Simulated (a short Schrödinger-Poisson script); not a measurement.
## Gated In0.52Al0.48As/In0.53Ga0.47As modulation-doped gas in a quantum well

Structure: gated In0.52Al0.48As/In0.53Ga0.47As modulation-doped gas in a quantum well, at 20 K.

| layer | material | thickness (nm) | Nd (cm⁻³) | Na (cm⁻³) |
|---|---|---|---|---|
| 1 | In0.52Al0.48As | 15 | - | - |
| 2 | In0.52Al0.48As | 40 | 2.7e18 | - |
| 3 | In0.52Al0.48As | 10 | - | - |
| 4 | In0.53Ga0.47As | 10 | - | - |
| 5 | In0.52Al0.48As | 4000 | - | 2e14 |

The device is made up for the run: typed textbook-type constants, with dimensions and the other settings drawn at random. In0.52Al0.48As: permittivity 12.5, conduction-band edge (eV) 0.52, gap (eV) 1.45, electron mass (mₑ) 0.075, Nv at 300 K (cm⁻³) 1.1e19. In0.53Ga0.47As: permittivity 13.9, conduction-band edge (eV) 0, gap (eV) 0.74, Nv at 300 K (cm⁻³) 7.7e18.

Channel valleys (confinement mass, in-plane density-of-states mass, number): Γ 0.041, 0.041, 1. At the gate the conduction-band edge of layer 1 lies 0.65 eV − eVg above the Fermi level of the channel; the field vanishes at the back. Donor level 0.02 eV below the band edge. The barrier under the gate holds no holes. Gaps are held at their typed values at every temperature. Mesh 0.08 nm at interfaces.

Solved with a short Schrödinger-Poisson script written for these runs: 1D Poisson equation in equilibrium, electrons quantum, Hartree plus LDA exchange-correlation (BenDaniel-Duke, 40 states a valley, the channel's in-plane mass for all, wave functions free to enter the barrier), parabolic valleys, classical holes, donors ionised by Fermi statistics, acceptors fully, no traps, pinning or gate leakage.

```csv
Vg (V),electrons (cm⁻²),in the channel layer,C (μF/cm²),Γ E0 (meV),Γ E1 (meV)
0.4,1.57e12,1.53e12,0.599,-91.9,16.7
-0.3,1.57e12,1.53e12,0.418,-91.9,19.3
-1,1.57e12,1.53e12,0.340,-91.9,22.5
-1.7,1.57e12,1.53e12,0.294,-91.9,26.8
-2.4,1.57e12,1.53e12,0.263,-91.9,33.0
-3.1,1.57e12,1.53e12,0.239,-91.8,42.8
-3.8,1.40e12,1.36e12,0.156,-81.6,66.9
-4.5,7.21e11,7.03e11,0.155,-42.1,107.3
-5.2,4.35e10,4.25e10,0.156,-2.1,149.0
```

Gate voltages with under 1e6 electrons/cm² are left out.

Subbands count from the Fermi level.
